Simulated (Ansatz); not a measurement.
## Effect of pressure 15 GPa on Zr

The parent structure is Zr in the hcp (Mg type) structure (space group P6_3/mmc, No. 194; a = 3.231 Å, c = 5.173 Å).

One thing is altered: cell and atoms relaxed at a pressure of 15 GPa.

Level of theory: Ansatz (a first-principles code) PBE, scalar-relativistic without spin-orbit coupling. k-mesh 17×17×9 (Γ-centred); smearing 0.05 eV (Fermi–Dirac).

```csv
quantity,base,changed,shift
density,6.48 g/cm³,7.38 g/cm³,+0.908 g/cm³
lattice parameter a,3.231 Å,3.076 Å,-0.155 Å
c/a ratio,1.601,1.627,+0.026
shortest interatomic distance,3.189 Å,3.069 Å,-0.120 Å
enthalpy H = E + PV relative to the base's energy,–,+2.04 eV/atom,–
band gap,zero,zero,–
```

Load acts through the strain it causes; cell and atoms are relaxed under it. Stability against distortions was not tested. All final runs are without spin polarisation. Measured, Zr leaves this structure (for the ω phase) near 3 GPa (temperature not stated; as listed in C. Cazorla, D. Alfè, M. J. Gillan, Physical Review B (2008)).
